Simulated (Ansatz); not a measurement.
**Gd, response to strain**

Base system: Gd in the hcp (Mg type) structure (space group P6_3/mmc, No. 194; a = 3.569 Å, c = 5.701 Å; ferromagnetic; relaxed with 0.1 eV smearing). Axes: x lies along a and z along c of the hexagonal cell.

Strains are applied to the cell and any free atomic positions relax.

Computed with PBEsol/PAW in Ansatz (a quantum-chemistry and plane-wave program), without spin-orbit coupling.

Candidates:
(a) uniaxial strain ε_xx = +0.91 %
(b) uniaxial strain ε_xx = −4.58 %
(c) tensor shear ε_yz = +2.39 %

Notes on the quantities. energy relative to the base: free energy F.

### Question
Order them by energy relative to the base, lowest first.

### Answer
(a) uniaxial strain ε_xx = +0.91 % (+0.5 meV/atom), (c) tensor shear ε_yz = +2.39 % (+4.8 meV/atom), (b) uniaxial strain ε_xx = −4.58 % (+14 meV/atom)

Other magnetic orders, which the real material may have, were not ruled out. The state of the 4f shell was not checked for lower solutions. Stability against distortions was not tested.
